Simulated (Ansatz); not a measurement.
Variants of one calculation on Ga2O3 (P1, 10 atoms in the cell)

```
Ga2O3
1.0
    2.49870     1.44263     4.48355
   -2.49870     1.44263     4.48355
    0.00000    -2.88525     4.48355
Ga O
4 6
Direct
  0.84910   0.85439   0.85723
  0.14607   0.14389   0.14507
  0.64550   0.64939   0.63921
  0.35877   0.35212   0.35488
  0.74426   0.44811   0.05839
  0.25375   0.55445   0.95041
  0.05608   0.74970   0.45115
  0.94915   0.24472   0.55314
  0.44624   0.05174   0.74475
  0.55108   0.95149   0.24576
```

Base run A: Ansatz (a program for electronic structure) with HSE06, PAW files made with PBE, self-consistent single point.

Its settings: basis.ecutwfc = 420 eV; kpoints.mp_grid.grid = 3 3 3; hamiltonian.xc = hse06; hamiltonian.pseudopotentials = {kind: paw} (the program's default PAW files); scf.occupations.method = fermi_dirac; scf.occupations.width = 0.02 eV.

The starting cell comes from a database of computed structures (which also holds hypothetical and non-ambient phases and stackings), without a prior relaxation at this level. Its atoms were displaced at random from the sites of space group no. 167. Ansatz's pressure includes its estimate of the finite-basis (Pulay) stress.

ΔF is the free energy per atom less that of run A. A dash stands where there is no value to compare (another energy zero or no entropy term, no result, no spin, no clean gap, or a mesh too coarse for one). Absolute energies have different zeros for different potentials, functionals, Hubbard and dispersion terms and are not compared across them.

```csv
run,change,ΔF (meV/atom),pressure (GPa),largest force (eV/Å),gap on the mesh (eV)
A,base,0.00,-1.35,0.693,4.618
B,hamiltonian.xc: hse06 → pbe0 [PBE0],–,-1.45,0.694,5.343
C,kpoints.mp_grid.shift: default → 0 0 0.5,-0.53,-1.31,0.693,5.456
D,scf.convergence.dr2_threshold: default (1e-07 eV) → 1e-05 eV,0.00,-1.35,0.693,4.618
E,scf.mixing.algorithm: default (the program chose MSR1) → msr1,0.00,-1.35,0.693,4.618
F,scf.mixing.algorithm: default (the program chose MSR1) → broyden; scf.mixing.beta: default → 0.02,0.00,-1.35,0.693,4.618
G,scf.exx.singularity: default → regularized,–,-1.35,0.693,4.618
H,scf.eigensolver.kind: default (the program chose davidson) → davidson,0.00,-1.35,0.693,4.618
```

Run C against A: The free energy stays essentially unchanged (within 1 meV/atom), the pressure hardly changes (-1.35 to -1.31 GPa), the largest force stays at 0.693 eV/Å and the gap on the mesh goes from 4.618 to 5.456 eV.

Run B against A: The pressure goes from -1.35 to -1.45 GPa, the largest force hardly changes (0.693 to 0.694 eV/Å) and the gap on the mesh goes from 4.618 to 5.343 eV.

Left out of this page: 1 run of the series held back from this collection.

Keys are those of Ansatz 0.2.
